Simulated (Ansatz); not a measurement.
# CdSe: strain along the normal

CdSe (zinc blende, F-43m, 27.101 Å³/atom at rest) under an equal strain ε in the (001) plane with the normal axis free, as in a coherent film. LDA in Ansatz, a plane-wave DFT program (PAW, default set), 420 eV, 10×10×10 Γ-centred mesh, Fermi-Dirac smearing 0.05 eV; ions are relaxed within the symmetry of each cell.

Here s stands for strain and y for normal strain.

```csv
strain (%),normal strain (%)
-1.50,2.18
-1.00,1.46
-0.50,0.74
0.00,0.00
0.50,-0.73
1.00,-1.48
1.50,-2.24
3.00,?
```

Problem. Fit y against s with a straight line, and predict the withheld value at s = 3.00.

Solution. Means: s 0, y -0.010. About the means, the sum of products is -10.305 and the sum of squares of s is 7.0000; the slope is their ratio. Least squares gives y = -0.010 - 1.4721·s. Residuals (row less fit): -0.018, -0.002, 0.014, 0.010, 0.016, 0.002, -0.022; standard error 0.017 (degrees of freedom: 5). The slope, -1.47 ± 0.01, is the elastic response of the normal axis, −2C12/C11 for this plane. At the withheld row, y = -0.010 - 1.4721 × 3.0 = -4.426%. The calculation gives -4.55%, 0.124% below the prediction (1.8 % of the range of y in the table). The row lies outside the fitted rows, so this is an extrapolation. From the scatter of the fitted rows alone, a prediction at this place has a standard error of 0.026%, so the miss is 4.8 times that.

One order more, fitted to all 13 runs of the series, follows each within 0.01, so the miss is the next term of a smooth law. CdSe stands in this structure, whereas wurtzite is the usual form. Rows are the converged runs of the series near zero and its far end; series whose fitted rows scatter by over a few per cent of the range, as at a crossing or softening among them, aren't shown in this form. Most that stay on the fit to the last digits aren't either.
